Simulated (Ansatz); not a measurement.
The parent structure is Zn in the hcp (Mg type) structure (space group P6_3/mmc, No. 194; relaxed with 0.1 eV smearing).

```xyz
2
Lattice="2.6180 0.0000 0.0000 -1.3090 2.2672 0.0000 0.0000 0.0000 4.8434" Properties=species:S:1:pos:R:3 pbc="T T T"
Zn     0.0000     1.5115     3.6325
Zn     1.3090     0.7557     1.2108
```

Cartesian axes are those of the cell as printed.

Method: r2SCAN (Ansatz, a program for electronic structure; PAW; 500 eV plane waves; without spin-orbit coupling).

Base values:

```
Item        Value
--------  -------
Pressure  0.0 GPa
```

It is then changed as follows: a pure shear with ε_xy = ε_yx = -0.0202; the atoms relax in the strained cell.

### Question
Predict the new pressure.

### Answer
The pressure (mean of the normal stresses, compression positive) goes from zero to 0.2 GPa.

### Question
Estimate the effect on the energy relative to the base.

### Answer
The energy increases by 6.1 meV/atom.

Whether these cells are dynamically stable was not tested.
